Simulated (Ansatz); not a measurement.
Ru_Hf in monoclinic HfO2: one set of geometries, relaxed with PBE, evaluated in Ansatz (PAW, plane waves to 420 eV, 500 eV under r2SCAN) with PBE, r2SCAN.

Set-up: 96-site cell; 2×2×2 shifted k-points; start: the Hf site; charged states image-corrected; no spin–orbit coupling; finite-size errors of tenths of an eV; flagged in the runs: a host whose relaxation on this sampling wasn't shown to rest, a strain field that reaches the edge of the cell.

```csv
quantity,PBE,r2SCAN
host gap (eV),4.04,4.54
ε(+1/0) above the VBM (eV),1.17,1.36
largest moment on one atom at charge +1 (μB),1.45,1.56
"neutral formation energy against hcp Hf, hcp Ru (eV)",8.99,9.33
largest moment on one atom at charge 0 (μB),1.09,1.15
```

PBE narrows the gap by 0.50 eV against r2SCAN, the highest level run, and puts the levels 0.19 eV lower above the valence-band maximum on average.

Ansatz is a quantum-chemistry and plane-wave program.
